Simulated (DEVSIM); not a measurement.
abrupt Si p-n junction

System: abrupt Si p-n junction, at 300 K.

```tsv
layer (left to right)	material	thickness (μm)	Nd (cm⁻³)	Na (cm⁻³)	τn (s)	τp (s)
1	Si	1.50	-	1e16	5.8e-6	5.8e-6
2	Si	3.10	1.4e15	-	5.8e-6	5.8e-6
```

Left contact: ohmic. Right contact: ohmic. Voltage is applied to the left contact. Recombination: SRH at mid-gap, radiative. Mobility is constant in doping.

Constants are typed, rounded textbook-type inputs, not results; the design itself was drawn at random and stands for no fabricated device. Values at 300 K.

```csv
parameter,Si
gap (eV),1.124
affinity (eV),4.05
permittivity,11.7
Nc (cm⁻³),2.86e19
Nv (cm⁻³),3.1e19
μn (cm²/Vs),1417
μp (cm²/Vs),470
B (cm³/s),4.7e-15
```

Simulated with DEVSIM: 1D drift-diffusion, Boltzmann statistics, complete ionisation; no tunnelling, impact ionisation, image-force lowering or self-heating.

* **Potential step across the device at zero bias**: 0.660 V
* **Largest field in the device at zero bias**: 15000 V/cm
* **Dark forward voltage at 1 A/cm²**: 0.536 V
* **Dark forward voltage at 100 A/cm²**: 0.697 V

Dark reverse current:

```csv
V (V),J (A/cm²)
-0.10,-2.9e-9
-0.25,-4.5e-9
-0.50,-6.7e-9
-0.75,-8.7e-9
-1.00,-1.0e-8
-1.50,-1.3e-8
-2.00,-1.6e-8
-2.50,-1.8e-8
-3.25,-2.2e-8
-4.00,-2.4e-8
-5.00,-2.8e-8
```

Small-signal capacitance in reverse bias (quasi-static):

```tsv
V (V)	C (nF/cm²)
-0.1	12.0
-0.25	10.9
-0.5	9.59
-0.75	8.66
-1	7.96
-1.5	6.95
-2	6.25
-2.5	5.73
-3.25	5.14
-4	4.70
-5	4.26
```
